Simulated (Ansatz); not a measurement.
## Pressure series in InPd

The parent structure is InPd in the CsCl type structure (space group Pm-3m, No. 221; a = 3.305 Å).

Cell and atoms are relaxed at each pressure.

All numbers come from DFT with PBE, PAW potentials and a 420 eV plane-wave cutoff in Ansatz (a program for electronic structure), without spin-orbit coupling.

```json
[
 {"P (GPa)": "-2.01", "V (Å³/atom)": "18.406"},
 {"P (GPa)": "-1.00", "V (Å³/atom)": "18.224"},
 {"P (GPa)": "0.90", "V (Å³/atom)": "17.909"},
 {"P (GPa)": "2.11", "V (Å³/atom)": "17.729"},
 {"P (GPa)": "4.51", "V (Å³/atom)": "17.403"},
 {"P (GPa)": "9.01", "V (Å³/atom)": "16.884"},
 {"P (GPa)": "15.02", "V (Å³/atom)": "16.320"},
 {"P (GPa)": "22.50", "V (Å³/atom)": "15.745"},
 {"P (GPa)": "30.02", "V (Å³/atom)": "15.266"}
]
```

A third-order Birch–Murnaghan fit to these points gives V₀ = 18.05 Å³/atom, B₀ = 112 GPa and B₀′ = 5.7. At pressure 30 GPa the volume is 84.6 % of V₀.

Load acts through the strain it causes; cell and atoms are relaxed under it. No phonon test of stability was made. Competing high-pressure phases were not computed. All final runs are without spin polarisation.
